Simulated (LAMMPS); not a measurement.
Consider CeO2 (fluorite), 324 atoms, at 300 K and 0 GPa, heated as the crystal in molecular dynamics.

All values are model results, not measurements: classical MD, Buckingham potential of Woodley, Battle, Gale and Catlow, Phys. Chem. Chem. Phys. 1, 2535 (1999), used with rigid ions (no shells), PPPM sums, short-range terms cut at 10 Å, modified for these runs by an r^-4 repulsive force inside the short-range force's maximum, run in LAMMPS.

```
frequency (THz)  spectral density (1/THz), total  spectral density (1/THz), Ce  spectral density (1/THz), O
---------------  -------------------------------  ----------------------------  ---------------------------
0.1530                                    0.0000                        0.0000                       0.0000
0.7655                                    0.0002                        0.0001                       0.0001
1.378                                     0.0005                        0.0002                       0.0003
1.991                                     0.0202                        0.0152                       0.0050
2.603                                     0.0123                        0.0074                       0.0049
3.216                                     0.0232                        0.0143                       0.0089
3.828                                     0.0726                        0.0488                       0.0238
4.441                                     0.0995                        0.0609                       0.0386
5.053                                     0.1063                        0.0844                       0.0218
5.665                                     0.0879                        0.0712                       0.0167
6.278                                     0.0465                        0.0364                       0.0101
6.891                                     0.1064                        0.0736                       0.0328
7.503                                     0.0806                        0.0546                       0.0260
8.116                                     0.0415                        0.0167                       0.0249
8.728                                     0.0439                        0.0146                       0.0293
9.341                                     0.0502                        0.0061                       0.0441
9.953                                     0.0603                        0.0069                       0.0534
10.57                                     0.0255                        0.0025                       0.0230
11.18                                     0.0244                        0.0020                       0.0224
11.79                                     0.0292                        0.0025                       0.0267
12.40                                     0.0352                        0.0047                       0.0305
13.02                                     0.0536                        0.0062                       0.0474
13.63                                     0.0290                        0.0026                       0.0264
14.24                                     0.0240                        0.0007                       0.0233
14.85                                     0.0195                        0.0004                       0.0192
15.47                                     0.0156                        0.0003                       0.0154
16.08                                     0.0247                        0.0003                       0.0243
16.69                                     0.0441                        0.0004                       0.0438
17.30                                     0.0577                        0.0006                       0.0571
17.92                                     0.0366                        0.0005                       0.0361
18.53                                     0.0278                        0.0003                       0.0275
19.14                                     0.0218                        0.0002                       0.0216
19.75                                     0.0111                        0.0001                       0.0109
20.37                                     0.0207                        0.0003                       0.0205
20.98                                     0.0451                        0.0008                       0.0443
21.59                                     0.0263                        0.0006                       0.0257
22.20                                     0.0235                        0.0006                       0.0229
22.82                                     0.0106                        0.0004                       0.0101
23.43                                     0.0112                        0.0006                       0.0106
24.04                                     0.0418                        0.0023                       0.0395
24.65                                     0.0125                        0.0012                       0.0113
25.27                                     0.0447                        0.0027                       0.0420
25.88                                     0.0270                        0.0018                       0.0252
26.49                                     0.0102                        0.0013                       0.0089
27.10                                     0.0148                        0.0004                       0.0144
27.72                                     0.0101                        0.0010                       0.0092
28.33                                     0.0007                        0.0001                       0.0007
28.94                                     0.0003                        0.0000                       0.0003
29.55                                     0.0002                        0.0000                       0.0002
30.17                                     0.0001                        0.0000                       0.0001
```

The data show:
- state found: crystal; no diffusion seen in 21 ps
- mean frequency of the velocity spectrum: 12.0 THz

Caution: the potential ionic pair potential woodley1999 is fitted for structure prediction of static crystals.
